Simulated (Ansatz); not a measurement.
BN (Fmm2), r2SCAN+D4, rigid bands (Ansatz, a quantum-chemistry and plane-wave program): N_v = 5.44e19 cm⁻³ at 300 K and a hole conductivity mass of 0.809 mₑ along x (a = (0.00, 3.33, 2.16) Å; b = (1.25, 0.00, 2.16) Å; c = (1.25, 3.33, 0.00) Å).

Q: For 1e16 holes per cm³ at 300 K, place the Fermi level, estimate the Seebeck coefficient of a parabolic band with constant τ, and give mobility and conductivity for τ = 50 fs.

A: The level lies k_BT ln(N_v/p) = 0.222 eV above the valence-band maximum. S ≈ +(k_B/e)[ln(N_v/p) + 5/2] = 957 μV/K, against 958 μV/K from the full bands (mean over directions). μ = eτ/m = 109 cm²/(V·s) and σ = peμ = 0.174 S/cm. τ is assumed, not computed.

Band transport and this doping are assumed; polarons and phonon drag are left out. Spin-orbit coupling is left out. Geometry: cell and atoms relaxed with r2SCAN+D4.

Computed structure with no diffraction record at hand here (it may be known, metastable or hypothetical): BN (Fmm2).
